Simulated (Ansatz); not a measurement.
Band structure of Fe₂Si (I4/mmm, 3 atoms in the cell).

```yaml
crystal:
  lattice:
    - [-1.33414, 1.33414, 4.40849]
    - [1.33414, -1.33414, 4.40849]
    - [1.33414, 1.33414, -4.40849]
  atoms:
    - { symbol: Fe, position: [0.33963, 0.33963, 0.00000], spin: 4.0 }
    - { symbol: Fe, position: [0.66037, 0.66037, 0.00000], spin: 4.0 }
    - { symbol: Si, position: [0.00000, 0.00000, 0.00000] }
```
(The spins are starting values, not results.)

Method of the run: LDA (PW92), PAW files made with PBE (plane waves; Ansatz, an electronic-structure program).

Settings: kpoints.mp_grid.grid = 9 9 9; hamiltonian.xc = lda; hamiltonian.pseudopotentials = {kind: paw} (an earlier, softer set of the program's PAW files); magnetization.spin_polarized = true; scf.occupations.method = fermi_dirac; scf.occupations.width = 0.01 Ry; kpoints.band_path.npoints = 8.

The starting cell comes from a database of computed structures (which also holds hypothetical and non-ambient phases and stackings), without a prior relaxation at this level. Its lattice was rescaled by a random factor within 2.5 % of one. The moments shrank to a small part of their start, a low-spin state that need not be the lowest.

Levels in eV from the Fermi level, bands 16 to 23 of the first spin channel:
| point | 16 | 17 | 18 | 19 | 20 | 21 | 22 | 23 |
|---|---|---|---|---|---|---|---|---|
| Γ | -1.26 | -1.26 | -1.06 | -0.42 | -0.15 | 0.06 | 7.55 | 7.55 |
| X | -1.44 | -0.24 | 0.13 | 0.15 | 1.77 | 2.01 | 2.89 | 2.99 |
| Y | -1.46 | -0.27 | 0.13 | 0.26 | 1.56 | 1.86 | 2.18 | 3.86 |
| S | -2.10 | -1.67 | -0.82 | -0.17 | 0.14 | 0.54 | 5.07 | 6.09 |
| Z | -0.99 | -0.37 | -0.34 | -0.34 | -0.22 | 3.82 | 5.99 | 5.99 |
| S1 | -2.10 | -1.67 | -0.82 | -0.17 | 0.14 | 0.54 | 5.07 | 6.09 |
| N | -1.99 | -1.97 | -0.63 | -0.31 | 0.13 | 0.58 | 3.91 | 6.79 |
| P | -0.45 | 0.13 | 0.14 | 0.14 | 0.15 | 1.79 | 2.99 | 5.15 |
| Y1 | -1.46 | -0.27 | 0.13 | 0.26 | 1.56 | 1.86 | 2.18 | 3.86 |

Bands cross the Fermi level along this path, so the cell is metallic at this level.

The net moment of the cell came out as 1.85 μB.

Keys are those of Ansatz 0.2.
